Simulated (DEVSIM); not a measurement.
Structure: Ti/SiO2/p-GaAs capacitor, at 250 K.

| layer (left to right) | material | thickness (nm) | Na (cm⁻³) |
|---|---|---|---|
| 1 | SiO2 | 51.0 | - |
| 2 | GaAs | 5700 | 1.3e16 |

Metal gate on the left, work function 4.33 eV. Fixed charge at the semiconductor interface 1.3e12 cm⁻² (in units of +e); no interface traps.

This is a model device: material constants are rounded textbook-type values typed into the input, and sizes, dopings and lifetimes were drawn at random. Values at 300 K; Nc and Nv go as T^1.5, mobilities as T to minus their exponent, the gap by Varshni's rule with the affinity fixed.

```csv
parameter,SiO2,GaAs
gap (eV),9,1.424
affinity (eV),0.9,4.07
permittivity,3.9,12.9
Nc (cm⁻³),-,4.7e17
Nv (cm⁻³),-,9e18
Varshni α (eV/K),-,0.000541
Varshni β (K),-,204
```

DEVSIM, 1D Poisson equation in equilibrium, Boltzmann statistics, complete ionisation; no quantum confinement or tunnelling. Metal contacts follow the ideal Schottky-Mott rule: no Fermi-level pinning, no interface dipoles.

The substrate doping was swept, all else fixed.

| substrate doping (cm^-3) | flat-band voltage (V) | minimum of the low-frequency capacitance (μF/cm²) |
|---|---|---|
| 6.5e14 | -4.06 | 0.00706 |
| 1.3e15 | -4.08 | 0.00963 |
| 2.6e15 | -4.09 | 0.0125 |
| 6.5e15 | -4.11 | 0.0179 |
| 1.3e16 | -4.13 | 0.0224 |
| 2.6e16 | -4.14 | 0.0274 |

From the first row to the last the flat-band voltage goes from -4.06 to -4.14. From the first row to the last the minimum of the low-frequency capacitance goes from 0.00706 to 0.0274.
